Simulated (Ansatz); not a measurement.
The reference is GaAs in the zinc blende structure (space group F-43m, No. 216; a = 5.6590 Å). Axes: x, y, z lie along the cube axes.

It is then changed as follows: the cell is compressed by 1.97 % along x with no lateral relaxation; the atoms relax in the strained cell.

Levels (all Ansatz, an electronic-structure program, PAW): PBEsol (420 eV, no SOC); r2SCAN (500 eV, no spin-orbit coupling).

The geometry is relaxed with PBEsol.

PBEsol pressure: 1.44 GPa
PBEsol lowest conduction level above the VBM at special points: Γ 0.49 eV; N 0.90 eV; M 1.17 eV; X 1.29 eV
PBEsol width of the top valence band: 3.54 eV

With r2SCAN at the same geometry, the pressure increases by 0.39 GPa, from 1.44 GPa to 1.83 GPa; the lowest conduction level above the VBM at special points changes from Γ 0.49 eV; N 0.90 eV; M 1.17 eV; X 1.29 eV to Γ 1.07 eV; N 1.34 eV; M 1.57 eV; X 1.70 eV; the width of the top valence band goes up by 0.06 eV, from 3.54 eV to 3.60 eV; the hole mass is 0.057 mₑ along x, 0.32 mₑ across (at Γ).

Single points use the geometry relaxed with PBEsol. Their cutoffs differ, which shifts pressures a little. The levels and masses belong to the bands next to the band gap. Effective masses come from finite differences of ±0.01 Å⁻¹. Stability against distortions was not tested. Labels are those of the standard path for the cell's own space group.
